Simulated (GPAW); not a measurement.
# Pressure against volume in rock-salt YN (space group 225) (GPAW, PBE)

```
YN
1.0
    0.00000     2.39661     2.39661
    2.39661     0.00000     2.39661
    2.39661     2.39661     0.00000
Y N
1 1
Direct
  0.00000   0.00000   0.00000
  0.50000   0.50000   0.50000
```

Computed with PBE, GPAW PAW datasets PBE (gpaw-data 1.0.1) (plane waves; GPAW). Settings: mode = pw; ecut = 1040 eV; xc = PBE; kpts = 12 12 12; mesh shift (steps) = 0 0 0; occupations.name = fermi-dirac; occupations.width = 0.01 eV; nbands = -4; convergence.density = 1e-05 e/electron; convergence.bands = -2; symmetry.symmorphic = false; symmetry.tolerance = 0.0005; maxiter = 150. The cell above is the first row's. The rows scale it uniformly. In all rows fractional positions and the k mesh are held.

```
V (Å^3/atom)  P (GPa)
------------  -------
13.766          11.90
14.065           7.61
14.364           3.75
14.663           0.28
14.963          -2.83
15.262          -5.64
15.561          -8.16
15.860         -10.42
16.160              ?
```

Task: Fit P against V with a cubic, and predict the withheld value at V = 16.160.

Result: With u = V - 14.8, the rows have u = -1.0340, -0.7350, -0.4360, -0.1370, 0.1630, 0.4620, 0.7610, 1.0600. Least squares gives P = -1.186 - 10.4592·u + 1.8870·u² - 0.2278·u³. Residuals (row less fit): 0.002, -0.001, -0.002, -0.003, 0.012, -0.002, -0.007, 0.004; standard error 0.007 (degrees of freedom: 4). The fitted pressure is zero at V0 = 14.69, where dP/dV = -10.89, so B0 = -V0·dP/dV = 160 GPa. At the withheld row, u = 1.3600, so P = -1.186 - 10.4592 × 1.3600 + 1.8870 × 1.3600² - 0.2278 × 1.3600³ = -12.493 GPa. The calculation gives -12.46 GPa, 0.033 GPa above the prediction (0.1 % of the range of P in the table). The row lies outside the fitted rows, so this is an extrapolation. From the scatter of the fitted rows alone, a prediction at this place has a standard error of 0.020 GPa, so the miss is 1.7 times that.

Carrying the step between the two nearest rows on in a straight line would have given -12.69, off by 0.23; series whose last step already gives the withheld value aren't shown. The scan was laid around a cell of about the measured size, scaled by a guess for this functional. The runs keep the symmetry of the cell, so they don't test it for distortions. Cutoffs and mesh are single choices, not tested for convergence of this quantity. Series with a scatter that would blur these digits, or in which a gap closes, are not shown.
